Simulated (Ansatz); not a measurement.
Worked example: self-consistent single point of CrW (Cmm2, 2 atoms in the cell) in Ansatz (a program for electronic structure)

Computed with PBEsol, default PAW files made with PBE (plane waves; Ansatz).

The input file:

Ansatz 0.2 input:
```yaml
crystal:
  lattice:
    - [1.536610, -2.202181, 0.000000]
    - [1.536610, 2.202181, 0.000000]
    - [0.000000, 0.000000, 4.239190]
  atoms:
    - { symbol: Cr, position: [0.000000, 0.000000, 0.011795] }
    - { symbol: W, position: [0.500000, 0.500000, 0.500000] }
basis:
  ecutwfc: 420.0
kpoints:
  mp_grid:
    grid: [13, 13, 8]
hamiltonian:
  xc: pbesol
  pseudopotentials:
    kind: paw
scf:
  occupations:
    method: gaussian
    width: 0.1
output:
  forces: true
  eigenvalues: true
  stress: true
```

Output, abridged:

```
WARN ansatz: RAYON_NUM_THREADS=1 ignored (pool sized by the plan → 1); use --threads N
Pseudopotentials: kind: paw
Pseudopotential: Cr, paw, valence charge 14
Pseudopotential: W, paw, valence charge 14
Crystal: 2 atoms, lattice volume = 28.690 Å³
Basis set: ecut = 420 eV, 585 PW (Γ), exchange–correlation on 36×36×60 points (8 copies of the dense FFT grid, shifted against one another)
Bands: 18, of which v1, the nominal top of the filled ones, is band 14 counted from 1 (13 counted from 0)
Symmetry: 4 space group operations
Space group: Cmm2 (ITA 35), of the structure as read, at distance tolerance 3.1e-5 Å
k-points: 245 of 1352 (time reversal used)
PAW frozen core: Cr, regenerated for the run's functional, and the local potential with it
PAW frozen core: W, regenerated for the run's functional, and the local potential with it
Initial density: superposition of atomic densities (neutral atoms: chi_scale 0, normalization atom), corrected by the library's trained network
Initial wavefunctions: pseudopotential atomic-orbital guess
Eigensolver: davidson
Functional: x = pbesol(κ = 0.804, μ = 0.12345679012345678), c = pbesol(β = 0.046)
SCF iter   1: F=—  HF=-13605.475578 eV  |F-HF|=—  |Δ(HF+E_count)|=         —  Δρ=2.49e-2  dr2=2.51e-1  ethr=1.77e-3  ⟨swp⟩=4.9  Hψ=17901  notcnv=0
all-band conjugate gradients solve this SCF's bands
preconditioner: auto → none
SCF iter   2: F=—  HF=-13605.464020 eV  |F-HF|=—  |Δ(HF+E_count)|=   1.16e-2  Δρ=1.44e-2  dr2=1.03e-1  ethr=8.96e-4  ⟨swp⟩=2.0  Hψ=7201  notcnv=0  defer=17
SCF iter   3: F=—  HF=-13605.457593 eV  |F-HF|=—  |Δ(HF+E_count)|=   6.43e-3  Δρ=4.06e-3  dr2=3.95e-3  ethr=3.66e-4  ⟨swp⟩=1.3  Hψ=4478  notcnv=0  defer=17
SCF iter   4: F=—  HF=-13605.456318 eV  |F-HF|=—  |Δ(HF+E_count)|=   1.27e-3  Δρ=4.80e-4  dr2=2.80e-5  ethr=1.41e-5  ⟨swp⟩=2.0  Hψ=7339  notcnv=0  defer=17
SCF iter   5: F=—  HF=-13605.456316 eV  |F-HF|=—  |Δ(HF+E_count)|=   1.69e-6  Δρ=1.42e-4  dr2=1.47e-5  ethr=9.99e-8  ⟨swp⟩=2.0  Hψ=7388  notcnv=0  defer=18
SCF iter   6: F=—  HF=-13605.456313 eV  |F-HF|=—  |Δ(HF+E_count)|=   3.04e-6  Δρ=5.27e-5  dr2=1.24e-6  ethr=5.24e-8  ⟨swp⟩=2.0  Hψ=6225  notcnv=0  defer=18
SCF iter   7: F=-13605.456313 eV  HF=-13605.456313 eV  |F-HF|=2.09e-8  |Δ(HF+E_count)|=   3.63e-8  Δρ=2.09e-5  dr2=9.27e-8  ethr=3.57e-10  ⟨swp⟩=3.3  Hψ=16313  notcnv=0
SCF 1 converged in 7 iterations: F = -13605.456313 eV  dr2 = 9.27e-8
SCF converged after 7 iterations
Free energy (F): -13605.456313 eV
Harris-Foulkes:  -13605.456313 eV  (|F-HF|=2.09e-8)
Internal energy: -13605.450231 eV  (E = F + TS)
E sigma→0 (E₀):  -13605.453272 eV
Entropy (-TS):   -0.006082 eV (-3.041 meV/atom)
Fermi energy:    19.938773 eV
--- Per-component energies (eV) ---
  E_band       = -251.752322
  E_kinetic    = 790.987802
  E_local      = -1895.465942  (includes V_loc(G=0)·N_el)
  E_nonlocal   = 82.546340
  E_hartree    = 775.100699
  E_xc         = -403.395527
  E_vxc        = -415.635236  (∫ρ·V_xc dr)
  E_paw        = -9602.290193  (= ΣΔE_a)
  E_vpaw       = -364.376231  (= ΣTr[D̂ρ^β])
  E_aug_tail   = 0.000299  (compensation charges beyond the density's cutoff)
  E_ewald      = -3353.315501
  E_core_change = 0.381792  (= ΣΔE_core)
  E_smearing   = -0.006082  (= −TS)
  E_closure    = 0.000000  (closes the sum)
  Σ components = -13605.456313   (vs F -13605.456313, Δ=0.00e0)
--- Forces (eV/Å), atoms counted from 1 ---
  atom   1  Cr     0.00000000     0.00000000    -0.55389696
  atom   2  W      0.00000000     0.00000000     0.55391435
  max |Σ_I F_I| component: 1.74e-5 eV/Å
--- Stress (GPa, compression-positive) ---
      -12.596273       0.000000       0.000000
        0.000000     -13.610472       0.000000
        0.000000       0.000000     -12.528828
  P = ⅓ Tr σ = -12.9119 GPa (-129.119 kbar)
  The stress holds the Pulay correction. Without it, at fixed plane waves, as pw.x and ABINIT print it: P = -12.9816 GPa
--- Band table (eV; the first three rows and the last of 245) ---
  k-point 0: bands = ["-53.8985", "-51.6183", "-23.1112", "-22.9547", "-22.8638", "-18.1516", "-17.6707", "-17.4477", "11.2272", "14.8330", "17.0381", "18.7674", "19.0302", "19.2685", "20.6911", "20.7530", "21.1733", "22.3977"]
  k-point 1: bands = ["-53.8982", "-51.6188", "-23.1056", "-22.9542", "-22.8638", "-18.1616", "-17.6720", "-17.4476", "11.3859", "14.8735", "17.0924", "18.9039", "19.0358", "19.1880", "20.3958", "20.6806", "21.0142", "22.3072"]
  k-point 2: bands = ["-53.8974", "-51.6199", "-23.0920", "-22.9529", "-22.8637", "-18.1856", "-17.6750", "-17.4475", "11.8231", "14.9441", "17.2427", "18.9753", "18.9924", "19.2938", "19.6026", "20.6556", "20.6826", "22.0955"]
  k-point 244: bands = ["-53.7457", "-51.5565", "-23.2186", "-23.0938", "-23.0108", "-18.7670", "-18.2035", "-17.9791", "14.9700", "16.0602", "17.1950", "17.6103", "19.2394", "19.7548", "19.8479", "20.9752", "21.6933", "25.7426"]
```

The run converged in 7 iterations.

The starting cell comes from a database of computed structures (which also holds hypothetical and non-ambient phases and stackings), without a prior relaxation at this level. Its lattice was rescaled by up to half a per cent. One atom was moved a little off its site on purpose. Spin-orbit coupling is off. Spin polarisation is off. With a pressure of about -13 GPa the cell is away from its equilibrium volume at this level. Ansatz's pressure includes its estimate of the finite-basis (Pulay) stress.
